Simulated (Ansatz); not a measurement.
Data:

End structure of a constructed model of the (100) surface of fcc Ir, a layer of Os in place of the second plane (bottom of the slab: a bare face, its two planes held):

```xyz
6
Lattice="2.7372 0.0000 0.0000 0.0000 2.7372 0.0000 0.0000 0.0000 26.0000" Properties=species:S:1:pos:R:3 pbc="T T T"
Ir     1.3686     1.3686     8.1433
Ir     0.0000     0.0000    10.0788
Ir     1.3686     1.3686    11.9907
Ir     0.0000     0.0000    13.9773
Os     1.3686     1.3686    15.8986
Ir     0.0000     0.0000    17.6882
```

Set-up: 6 atoms, 9.7 Å thick at the start (thin: gaps and levels are the slab's own); mesh 14x14x1; 0.1 eV smearing; dipole correction on; 2 atoms held, the rest relaxed; held to the start's symmetry, so lower structures may exist; no spin, no spin-orbit, no U. It is one candidate, not shown to be the stable structure of the face.

Question: Predict the work function of the top face from PBE in Ansatz (a first-principles code).

Answer: 5.28 eV
